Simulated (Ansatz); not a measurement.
The starting structures come from a database of crystals and need not be the phases stable at ambient conditions.

Input:

```
NiP4Si3
1.0
    5.16839     0.00000     0.00000
    0.00000    10.34767     0.00000
    2.58419     5.17384     2.58419
Si Ni P
3 1 4
Cartesian
  2.58419   2.58692   0.00000
  5.16839  12.93459   2.58419
  0.00000   5.17384   0.00000
  0.00000   0.00000   0.00000
  3.83236   6.40138   1.33603
  1.33603   3.94629   1.33603
  3.92022  11.57521   1.24817
  1.24817   9.12013   1.24817
```

Space group of this cell: I-42m. The cell is taken as given.

Transport runs along the normal of the first two printed cell vectors, the (100) plane of the conventional cell.

The gap is the functional's own, uncorrected, and κ follows it; spin-orbit coupling is left out. Mid-gap values are interpolated between the computed energies.

Compute, with PBEsol in Ansatz (a program for electronic structure), the band gap and the smallest decay constant κ at mid-gap.

Gap 0.26 eV on a 12×12×12 mesh; κ = 0.076 1/Å, at the zone centre.
